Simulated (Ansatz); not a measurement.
MgS (F-43m, No. 216; start mp-13032; metastable phase), treated with r²SCAN0 (Ansatz, a quantum-chemistry and plane-wave program, plane waves, PAW).

Settings: plane-wave cutoff 520 eV, 8×8×8 k mesh, Fermi–Dirac smearing 0.01 eV, scalar-relativistic PAW data made under PBE.

The cell is the one relaxed with PBEsol. Conventional cell: a = 5.6516 Å, b = 5.6516 Å, c = 5.6516 Å, α = 90.00°, β = 90.00°, γ = 90.00°.

```xyz
2
Lattice="0.0000 2.8258 2.8258 2.8258 0.0000 2.8258 2.8258 2.8258 0.0000" Properties=species:S:1:pos:R:3 pbc="T T T"
Mg     0.0000     0.0000     0.0000
S      1.4129     1.4129     1.4129
```

List the 5 lowest band energies at Γ above −25 eV (eV, relative to the valence band maximum), grouping those that round alike.

At Γ: -12.78, 0.00 (×3), 5.63.

A start named mp-… is a Materials Project structure, which can be a computed phase never made.
